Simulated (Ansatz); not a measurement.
Cu₃Ge (P-6m2, No. 187, 4 atoms in the cell; start mp-1225745) was calculated with PBEsol (Ansatz, a program for electronic structure, PAW).

Settings: plane-wave cutoff 520 eV, 24×24×8 k mesh (along the axes of the cell as run), Fermi–Dirac smearing 0.05 eV, no spin polarisation, scalar-relativistic PAW data made under PBE.

Cell (relaxed at this level):

```
CELL_PARAMETERS angstrom
      2.68817     0.00000     0.00000
     -1.34409     2.32803     0.00000
      0.00000     0.00000     8.14001
ATOMIC_POSITIONS crystal
  Cu 0.00000 0.00000 0.50000
  Cu 0.66667 0.33333 0.74242
  Cu 0.66667 0.33333 0.25758
  Ge 0.00000 0.00000 0.00000
```

**Question.** Estimate the bulk modulus B0 that the calculation returns.

**Answer.** 
- bulk modulus B0 = 132 GPa

Note: the run has no spin polarisation, so it can have missed a magnetic state; the bulk modulus is −V dP/dV from two relaxed cells at ±2 % in volume; the relaxation could not lower the start's symmetry, so the cell can be a saddle point above a distorted one.

A start named mp-… is a Materials Project structure, which need not be a measured phase.
